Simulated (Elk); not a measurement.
Band structure of Nb₃B₄ (Immm, 7 atoms in the cell).

```yaml
crystal:
  lattice:
    - [-1.59340, 1.67497, 7.14835]
    - [1.59340, -1.67497, 7.14835]
    - [1.59340, 1.67497, -7.14835]
  atoms:
    - { symbol: Nb, position: [0.18476, 0.68476, 0.50000] }
    - { symbol: Nb, position: [0.81524, 0.31524, 0.50000] }
    - { symbol: Nb, position: [0.00000, 0.00000, 0.00000] }
    - { symbol: B, position: [0.43557, 0.43557, 0.00000] }
    - { symbol: B, position: [0.56443, 0.56443, 0.00000] }
    - { symbol: B, position: [0.36766, 0.86766, 0.50000] }
    - { symbol: B, position: [0.63234, 0.13234, 0.50000] }
```

Method of the run: PBEsol, all-electron FP-LAPW, Elk's shipped species files, default APW+lo basis in Elk.

Settings: xctype = 22; swidth = 0.00367493 Ha; ngridk = 7 7 7; rmtscf = 0.9; maxscl = 100.

The starting cell comes from a database of computed structures (which also holds hypothetical and non-ambient phases and stackings), without a prior relaxation at this level. Its lattice was rescaled by a random factor within 2.5 % of one. Spin polarisation is off. Values depend on the basis (sphere radii, cutoffs, local orbitals), which need not be converged.

Levels in eV from the Fermi level, bands 22 to 29:
| point | 22 | 23 | 24 | 25 | 26 | 27 | 28 | 29 |
|---|---|---|---|---|---|---|---|---|
| Γ | -3.18 | -2.78 | -2.17 | 0.26 | 0.56 | 0.80 | 1.25 | 1.89 |
| X | -2.77 | -2.73 | -2.38 | -0.67 | -0.60 | 0.27 | 0.74 | 1.15 |
| L | -3.49 | -3.24 | -1.54 | -1.42 | 2.21 | 2.64 | 2.76 | 3.14 |
| T | -3.49 | -3.25 | -1.53 | -1.38 | 2.31 | 2.63 | 2.79 | 3.20 |
| W | -3.49 | -3.25 | -1.54 | -1.38 | 2.31 | 2.64 | 2.78 | 3.20 |
| R | -2.94 | -2.76 | -2.33 | -0.79 | -0.52 | 0.10 | 0.94 | 1.49 |
| X1 | -2.77 | -2.73 | -2.38 | -0.67 | -0.60 | 0.27 | 0.74 | 1.15 |
| Z | -3.35 | -3.25 | -1.49 | 0.61 | 0.83 | 0.86 | 0.91 | 1.00 |
| Y | -2.42 | -2.03 | -1.18 | -0.98 | -0.57 | -0.34 | 1.39 | 1.44 |
| S | -2.30 | -2.00 | -1.33 | -1.24 | -0.23 | -0.12 | 0.80 | 1.40 |

Bands cross the Fermi level along this path, so the cell is metallic at this level.
